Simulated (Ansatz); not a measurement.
A computed series for BeS: response to strain

Base system: BeS in the zinc blende structure (space group F-43m, No. 216; a = 4.869 Å).

Strains are applied to the cell and any free atomic positions relax.

All numbers come from r2SCAN (Ansatz, an electronic-structure program; PAW; 500 eV plane waves; no spin-orbit coupling).

Notes on the quantities. hole mass: degenerate bands, along [100]; energy relative to the base: free energy F.

| case | pressure | hole mass | energy relative to the base |
|---|---|---|---|
| base | 0.00 GPa | 0.34, 0.57, 0.57 mₑ (at Γ) | 0 meV/atom |
| isotropic strain +0.50 % | -1.42 GPa | 0.34, 0.58, 0.58 mₑ (at Γ) | +1.0 meV/atom |
| isotropic strain +1.00 % | -2.75 GPa | 0.34, 0.59, 0.59 mₑ (at Γ) | +3.9 meV/atom |
| isotropic strain +1.50 % | -4.01 GPa | 0.34, 0.60, 0.60 mₑ (at Γ) | +8.5 meV/atom |
| isotropic strain +2.00 % | -5.18 GPa | 0.33, 0.61, 0.61 mₑ (at Γ) | +15 meV/atom |
| isotropic strain +2.50 % | -6.28 GPa | 0.33, 0.62, 0.62 mₑ (at Γ) | +23 meV/atom |
| isotropic strain +3.00 % | -7.32 GPa | 0.33, 0.63, 0.63 mₑ (at Γ) | +33 meV/atom |

The levels and masses belong to the bands next to the band gap. Masses are band curvatures over ±0.01 Å⁻¹ around the edge. Whether these cells are dynamically stable was not tested.
